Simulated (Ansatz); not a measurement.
The starting structures come from a database of crystals and need not be the phases stable at ambient conditions.

 Where the default PAW files enter, the runs use the earlier of Ansatz's two default sets.

By PBEsol, the system below comes out a metal.

Crystal: Nb3Si2 (P4/mbm, not sure to be the ambient phase, 10 atoms a cell, 16.0 Å³ an atom, -5 GPa at this level); planes in its conventional cell.

All values below come from PBEsol (plane waves, PAW; Ansatz, a program for electronic structure).

G/A = (e²/h) × open channels of both spins per area, as a mean over 0.1 eV about the Fermi level, without spin-orbit coupling, for the cells as given.

```
plane  area (Å²)  G/A (10¹⁵ S/m²)
-----  ---------  ---------------
(100)       23.8             0.67
(111)       56.6                ?
(001)       45.5                ?
(110)       33.6                ?
```

Question: Some entries are withheld; supply them.

Answer: 
- (111), G/A (10¹⁵ S/m²): 0.55
- (001), G/A (10¹⁵ S/m²): 0.46
- (110), G/A (10¹⁵ S/m²): 0.65
